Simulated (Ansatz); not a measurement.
Base system: Ag in the fcc (Cu type) structure (space group Fm-3m, No. 225; a = 4.105 Å).

Computed with r2SCAN in Ansatz (plane waves to 500 eV, PAW, spin-orbit coupling left out).

For the base:

```
Quantity              Result
-------------------  -------
Lattice parameter a  4.105 Å
```

Perturbation: full substitution Ag → Cu, then cell and atoms are relaxed.

Tabulated Pauling electronegativity and covalent radius: Ag 1.93, 1.45 Å; Cu 1.90, 1.32 Å.

Question: Predict the new lattice parameter a.

Answer: The lattice parameter a drops by 0.528 Å, from 4.105 Å to 3.577 Å.

Stability against distortions was not tested. All final runs are without spin polarisation.

Ansatz is a program for electronic structure.
